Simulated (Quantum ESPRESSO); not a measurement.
# One base run on CuO (P4/mmm, 6 atoms in the cell) and variants with one or two settings moved

```xyz
6
Lattice="4.1609 0.0000 0.0000 0.0000 4.1609 0.0000 0.0000 0.0000 3.8876" Properties=species:S:1:pos:R:3 pbc="T T T"
Cu     0.0000     0.0000     0.0000
Cu     0.0000     2.0805     1.9438
Cu     2.0805     0.0000     1.9438
O      0.0000     2.0805     0.0000
O      2.0805     0.0000     0.0000
O      0.0000     0.0000     1.9438
```

Base run A: LDA (PZ), GBRV 1.5 ultrasoft (LDA) pseudopotentials (Quantum ESPRESSO), self-consistent single point.

Its settings: ecutwfc = 50 Ry; ecutrho = 400 Ry; occupations = smearing; smearing = cold; degauss = 0.0099958 Ry; potentials = {Cu: cu_lda_v1.2.uspp.F.UPF, O: o_lda_v1.2.uspp.F.UPF}; K_POINTS = automatic 5 5 5 0 0 0; conv_thr = 1e-10 Ry; mixing_beta = 0.3.

The starting cell comes from a database of computed structures (which also holds hypothetical and non-ambient phases and stackings), without a prior relaxation at this level. Spin polarisation is off; with an odd number of electrons in the cell that forces a metal, and a magnetic state may lie lower. In the base run, with a pressure of about -11 GPa the cell is away from its equilibrium volume at this level.

ΔF is the free energy per atom less that of run A. A dash stands where there is no value to compare (another energy zero or no entropy term, no result, no spin, no clean gap, or a mesh too coarse for one). Total energies depend on the potentials, the functional and any Hubbard or dispersion term, so they are compared only between runs that share all of them.

Run A gave: pressure (GPa) -11.39.

Runs:
- B: lattice scaled by 0.985
- C: HUBBARD: default → ortho-atomic; U Cu-3d 8 eV [LDA (PZ)+U]
- D: pseudopotentials: {Cu: cu_lda_v1.2.uspp.F.UPF, O: o_lda_v1.2.uspp.F.UPF} → {Cu: cu_pbe_v1.2.uspp.F.UPF, O: o_pbe_v1.2.uspp.F.UPF}; input_dft: default → blyp [BLYP]
- E: degauss: 0.0099958 Ry → 0.0036749 Ry
- F: nbnd: default → 40
- G: conv_thr: 1e-10 Ry → 7.3e-07 Ry
- H: smearing: cold → fd; degauss: 0.0099958 Ry → 0.0036749 Ry
- I: pseudopotentials: {Cu: cu_lda_v1.2.uspp.F.UPF, O: o_lda_v1.2.uspp.F.UPF} → {Cu: cu_pbe_v1.2.uspp.F.UPF, O: o_pbe_v1.2.uspp.F.UPF}; input_dft: default → rvv10 [rVV10]
- J: mixing_ndim: default → 20
- K: use_all_frac: default → true

**Question.** What does run H change against A?

**Answer.** The free energy drops by 3.7 meV/atom and the pressure moves little (-11.39 to -11.33 GPa).

**Question.** What does run I change against A?

**Answer.** The pressure goes from -11.39 to 4.17 GPa.

```
run  ΔF (meV/atom)  pressure (GPa)
---  -------------  --------------
A             0.00          -11.39
B            -22.3           -4.76
C                –           -6.85
D                –            7.81
E             1.35          -11.45
F             0.00          -11.39
G             0.00          -12.06
H             -3.7          -11.33
I                –            4.17
J             0.00          -11.38
K             0.00          -11.39
```
